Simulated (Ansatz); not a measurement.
NiAs-type NiSb was calculated with B3LYP (VWN-RPA form) (PAW; Ansatz, an electronic-structure program).

Settings: plane-wave cutoff 460 eV, 9×9×6 k mesh (along the axes of the cell as run), Fermi–Dirac smearing 0.05 eV, no spin polarisation, scalar-relativistic PAW data made under PBE.

Computed at the level's own relaxed cell.

Problem. What does this level give for the equilibrium lattice constant a and lattice parameter c?

Solution. 
- equilibrium lattice constant a = 3.961 Å
- lattice parameter c = 5.266 Å

Measured, for comparison: lattice constant a 3.946 Å, lattice parameter c 5.148 Å (temperature not stated, not corrected to a static lattice; as tabulated in Wikipedia's data pages). Computed (rounded) less measured: lattice constant a +0.4 %, lattice parameter c +2.3 %.

Note: the run has no spin polarisation, so it can have missed a magnetic state.

Spin–orbit coupling is not included.

Cost on a shared machine: around 100 core-minutes (rough).
